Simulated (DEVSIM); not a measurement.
Device: Au/SiO2/n-Ge capacitor, at 300 K.

| layer (left to right) | material | thickness (nm) | Nd (cm⁻³) |
|---|---|---|---|
| 1 | SiO2 | 2.00 | - |
| 2 | Ge | 410 | 2.1e18 |

Metal gate on the left, work function 5.1 eV. Fixed charge at the semiconductor interface -7.3e10 cm⁻² (in units of +e); no interface traps.

The device is made up for the run: typed textbook-type constants, with dimensions and the other settings drawn at random. Values at 300 K.

```
parameter      SiO2       Ge
-------------  ----  -------
gap (eV)          9    0.664
affinity (eV)   0.9        4
permittivity    3.9       16
Nc (cm⁻³)         -  1.04e19
Nv (cm⁻³)         -     6e18
```

Simulated with DEVSIM: 1D Poisson equation in equilibrium, Boltzmann statistics, complete ionisation; no quantum confinement or tunnelling. Metal contacts follow the ideal Schottky-Mott rule: no Fermi-level pinning, no interface dipoles.

The substrate doping was swept, all else fixed.

```csv
substrate doping (cm^-3),minimum of the low-frequency capacitance (μF/cm²),flat-band voltage (V)
1e17,0.178,0.99
2.1e17,0.230,1.01
4.2e17,…,1.02
1e18,0.403,1.05
2.1e18,0.514,1.07
4.2e18,0.632,1.08
```

Question: Complete the blanks.

Answer: 
- 4.2e17, minimum of the low-frequency capacitance (μF/cm²): 0.305
